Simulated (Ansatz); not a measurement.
The starting structures come from a database of crystals and need not be the phases stable at ambient conditions.

 Where the default PAW files enter, the runs use the earlier of Ansatz's two default sets.

Inside the gap of an insulator the Bloch states are evanescent, with a wavenumber k + iκ along the transport direction.

Data:

```
CELL_PARAMETERS angstrom
      4.71740     0.00000     0.00000
     -0.73903     5.40228     0.00000
      0.73903     1.50680     5.18789
ATOMIC_POSITIONS crystal
  In 0.00000 0.69223 0.69223
  In 0.00000 0.30777 0.30777
  Si 0.58962 0.78003 0.21997
  Si 0.41038 0.21997 0.78003
  O  0.21868 0.07887 0.60979
  O  0.78132 0.92113 0.39021
  O  0.78132 0.60979 0.07887
  O  0.21868 0.39021 0.92113
  O  0.50000 0.00000 0.00000
  O  0.71692 0.38975 0.61025
  O  0.28308 0.61025 0.38975
```

Space group of this cell: C2/m. The cell is taken as given.

Transport runs along the normal of the first two printed cell vectors.

The gap is the functional's own. No spin-orbit coupling. Mid-gap values are interpolated on the energy grid.

### Question
Compute, with r2SCAN (Ansatz, an electronic-structure program), the band gap and the smallest decay constant κ at mid-gap.

### Answer
Gap 3.61 eV on a 8×6×6 mesh; κ = 0.322 1/Å, at the zone centre.
